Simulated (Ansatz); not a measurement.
A hypothetical phase is included: elements placed on a structure type, which no database files for this compound.

By PBEsol, the system below comes out a metal.

Given:

```
CELL_PARAMETERS angstrom
      3.71451     0.00000     0.00000
     -1.85725     3.21686     0.00000
      1.85725     1.07229     3.03288
ATOMIC_POSITIONS crystal
  Cu 0.50000 0.25000 0.25000
  Cu 0.00000 0.50000 0.50000
```

The cell was relaxed by PBE-D3(BJ); by PBEsol it stands under a pressure of -0.8 GPa.

The current flows along the normal of the first two printed cell vectors, the (111) plane of the conventional cell. No spin-orbit coupling; the value is a mean over 0.1 eV about the Fermi level.

Question: Give the ballistic conductance per area that PBEsol (Ansatz, a quantum-chemistry and plane-wave program) yields.

Answer: 0.76 × 10¹⁵ S/m² for both spins.
